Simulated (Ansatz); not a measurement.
The reference is K in the bcc (W type) structure (space group Im-3m, No. 229; relaxed with 0.1 eV smearing).

```
CELL_PARAMETERS angstrom
     -2.60731     2.60731     2.60731
      2.60731    -2.60731     2.60731
      2.60731     2.60731    -2.60731
ATOMIC_POSITIONS crystal
  K  0.00000 0.00000 0.00000
```

Method: Kohn–Sham DFT with the PBEsol functional, run in Ansatz (a first-principles code) with PAW and 420 eV plane waves, spin-orbit coupling left out.

Strains are applied to the cell and any free atomic positions relax.

One change was made to it. Results:

| quantity | base | after |
|---|---|---|
| energy relative to the base (free energy F) | 0 meV/atom | +3.4 meV/atom |
| pressure | 0.0 GPa | 0.3 GPa |

Question: Which of these changes matches the shifts?
A) isotropic strain −2.00 %
B) isotropic strain −1.50 %
C) isotropic strain −3.00 %
D) isotropic strain +0.50 %
E) isotropic strain −2.50 %

Answer: A, isotropic strain −2.00 %. For comparison, the energy relative to the base in the other runs: isotropic strain −3.00 % gives +7.6 meV/atom; isotropic strain +0.50 % gives +0.1 meV/atom; isotropic strain −2.50 % gives +5.3 meV/atom; isotropic strain −1.50 % gives +1.9 meV/atom.

No phonon test of stability was made.
